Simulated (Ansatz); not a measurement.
The starting structures come from a database of crystals and need not be the phases stable at ambient conditions.

```yaml
crystal:
  lattice:
    - [4.13343, 0.00000, 0.00000]
    - [0.00000, 4.61845, 0.00000]
    - [0.00000, 2.30923, 3.90865]
  atoms:
    - { symbol: B, position: [0.56779, 0.67556, 0.33000] }
    - { symbol: B, position: [0.06779, 0.32444, 0.67000] }
    - { symbol: B, position: [0.56779, 0.00556, 0.67000] }
    - { symbol: B, position: [0.06779, 0.99444, 0.33000] }
    - { symbol: O, position: [0.50019, 0.75488, 0.00000] }
    - { symbol: O, position: [0.00019, 0.24512, 0.00000] }
    - { symbol: O, position: [0.41841, 0.33948, 0.58164] }
    - { symbol: O, position: [0.91841, 0.66052, 0.41836] }
    - { symbol: O, position: [0.41841, 0.92112, 0.41836] }
    - { symbol: O, position: [0.91841, 0.07888, 0.58164] }
```

Space group of this cell: Cmc2_1. The cell is taken as given.

Transport runs along the normal of the first two printed cell vectors.

No gap correction and no spin-orbit coupling; mid-gap values are interpolated between computed energies.

Problem. Estimate the band gap and the smallest decay constant κ at mid-gap that r2SCAN run with Ansatz (a first-principles code) returns for this system.

Solution. Gap 9.35 eV on a 8×8×8 mesh; κ = 0.572 1/Å, at the zone centre.
